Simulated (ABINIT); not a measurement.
A self-consistent single point of In (I4/mmm, 1 atom in the cell) with ABINIT.

Method: PBE, norm-conserving pseudopotentials (PseudoDojo nc-sr-05 PBE standard) (plane waves; ABINIT).

```
CELL_PARAMETERS angstrom
     -1.62987     1.62987     2.48243
      1.62987    -1.62987     2.48243
      1.62987     1.62987    -2.48243
ATOMIC_POSITIONS crystal
  In 0.00000 0.00000 0.00000
```

Reference input (self-consistent single point, DFT, PBE, plane waves, norm-conserving pseudopotentials (PseudoDojo nc-sr-05 PBE standard)): pseudos = [In.upf]; ecut = 35 Ha; occopt = 3; tsmear = 0.1 eV; ngkpt = 7 7 7; nshiftk = 1; shiftk = 0 0 0; potentials = PseudoDojo nc-sr-05 PBE standard; nband = 12; kptopt = 1; nstep = 50; tolvrs = 1e-12. This run's input differs from it in these lines:

```diff
@@ -18,5 +18,5 @@
 kptopt 1
-ngkpt 7 7 7
+ngkpt 8 8 8
 nshiftk 1
-shiftk 0 0 0
+shiftk 0.5 0.5 0.5
 nstep 50
```

Log, with long lists cut:

```
--- !BeginCycle
solver: {iscf: 7, nstep: 50, nline: 4, wfoptalg: 0, }
tolerances: {tolvrs: 1.00E-12, }
...

     iter   Etot(hartree)      deltaE(h)  residm     vres2
 ETOT  1  -66.334577036032    -6.633E+01 6.405E-01 1.808E+00
 ETOT  2  -66.451867859017    -1.173E-01 1.255E-02 1.157E+00
 ETOT  3  -66.452009439962    -1.416E-04 3.626E-03 7.291E-02
 ETOT  4  -66.452025979979    -1.654E-05 2.750E-03 1.982E-02
 ETOT  5  -66.452028646951    -2.667E-06 1.541E-03 1.759E-04
 ETOT  6  -66.452028665730    -1.878E-08 1.583E-03 1.017E-05
 ETOT  7  -66.452028667287    -1.556E-09 2.179E-03 9.318E-08
 ETOT  8  -66.452028667302    -1.523E-11 1.202E-03 6.790E-10
 ETOT  9  -66.452028667302    -6.253E-13 1.169E-03 1.462E-11
 ETOT 10  -66.452028667304    -1.037E-12 4.522E-04 2.242E-14
 At SCF step   10       vres2   =  2.24E-14 < tolvrs=  1.00E-12 =>converged.

 Cartesian components of stress tensor (hartree/bohr^3)
  sigma(1 1)= -5.64055321E-05  sigma(3 2)=  0.00000000E+00
  sigma(2 2)= -5.64055321E-05  sigma(3 1)=  0.00000000E+00
  sigma(3 3)= -7.09723305E-05  sigma(2 1)=  0.00000000E+00

 ----iterations are completed or convergence reached----

 reduced coordinates (array xred) for    1 atoms
       0.000000000000      0.000000000000      0.000000000000
 cartesian forces (eV/Angstrom) at end:
    1     -0.00000000000000    -0.00000000000000    -0.00000000000000
 frms,max,avg= 0.0000000E+00 0.0000000E+00   0.000E+00  0.000E+00  0.000E+00 e/A
 length scales=  6.401520510100  6.401520510100  6.401520510100 bohr
              =  3.387538754266  3.387538754266  3.387538754266 angstroms
   [... lines left out ...]
 Fermi (or HOMO) energy (hartree) =   0.24169   Average Vxc (hartree)=  -0.38655
 Fermi (or HOMO) energy (eV) =   6.57683   Average Vxc (eV)= -10.51867
   [... lines left out ...]
total_energy        : -6.64520286673035E+01
total_energy_eV     : -1.80825166034172E+03
band_energy         : -2.63476486438528E+00
...

-Cartesian components of stress tensor (GPa)         [Pressure=  1.8024E+00 GPa]
- sigma(1 1)= -1.65950777E+00  sigma(3 2)=  0.00000000E+00
- sigma(2 2)= -1.65950777E+00  sigma(3 1)=  0.00000000E+00
- sigma(3 3)= -2.08807770E+00  sigma(2 1)=  0.00000000E+00

 Calculation completed.
```

The run converged in 10 iterations. Against the reference run the free energy goes up by 3.6 meV/atom and the pressure goes from 1.21 to 1.80 GPa.

The starting cell has typed, rounded lattice constants, without a prior relaxation at this level. Its lattice was rescaled by up to half a per cent.

Cost on one core of a shared machine: roughly 50 s.
